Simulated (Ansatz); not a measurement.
System: antifluorite Be2C. Method: PBE (Ansatz, a first-principles code, PAW).

Settings: plane-wave cutoff 520 eV, 14×14×14 k mesh, scalar-relativistic PAW data made under PBE.

Cell (relaxed at this level):

```
CELL_PARAMETERS angstrom
      0.00000     2.16416     2.16416
      2.16416     0.00000     2.16416
      2.16416     2.16416     0.00000
ATOMIC_POSITIONS crystal
  Be 0.25000 0.25000 0.25000
  Be 0.75000 0.75000 0.75000
  C  0.00000 0.00000 0.00000
```

What does this level give for the Poisson ratio, elastic constant C11, elastic constant C12 and elastic constant C44?


Poisson ratio: 0.087
elastic constant C11: 572 GPa
elastic constant C12: 17.0 GPa
elastic constant C44: 203 GPa

Elastic constants are with the ions relaxed.

Computed values are for the static lattice.
